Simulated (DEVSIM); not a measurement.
Device: isotype n-n heterojunction Si/Ge, at 250 K.

Layer 1 from the left is Si, thickness (μm) 0.390, Nd (cm⁻³) 1.4e17, τn (s) 1.6e-6, τp (s) 4.8e-8. Layer 2 from the left is Ge, thickness (μm) 0.110, Nd (cm⁻³) 3.6e15, τn (s) 1.6e-6, τp (s) 1.6e-6.

Left contact: ohmic. Right contact: ohmic. Voltage is applied to the left contact. Recombination: SRH at mid-gap, radiative. Mobility is constant in doping.

The device is made up for the run: typed textbook-type constants, with dimensions and the other settings drawn at random. Values at 300 K; Nc and Nv go as T^1.5, mobilities as T to minus their exponent, the gap by Varshni's rule with the affinity fixed.

Si: gap (eV) 1.124, affinity (eV) 4.05, permittivity 11.7, Nc (cm⁻³) 2.86e19, Nv (cm⁻³) 3.1e19, μn (cm²/Vs) 1417, μp (cm²/Vs) 470, T exponent of μn 2.3, T exponent of μp 2.2, B (cm³/s) 4.7e-15, Varshni α (eV/K) 0.000473, Varshni β (K) 636. Ge: gap (eV) 0.664, affinity (eV) 4, permittivity 16, Nc (cm⁻³) 1.04e19, Nv (cm⁻³) 6e18, μn (cm²/Vs) 3900, μp (cm²/Vs) 1900, T exponent of μn 1.66, T exponent of μp 2.33, B (cm³/s) 6.4e-14, Varshni α (eV/K) 0.000477, Varshni β (K) 235.

Simulated with DEVSIM: 1D drift-diffusion, Boltzmann statistics, complete ionisation; no tunnelling, impact ionisation, image-force lowering or self-heating. Band offsets follow the typed affinities; no thermionic-emission limit at abrupt steps, no polarisation charge.

Task: What does the simulation give for the potential step across the device at zero bias?

Result: potential step across the device at zero bias 0.007 V.
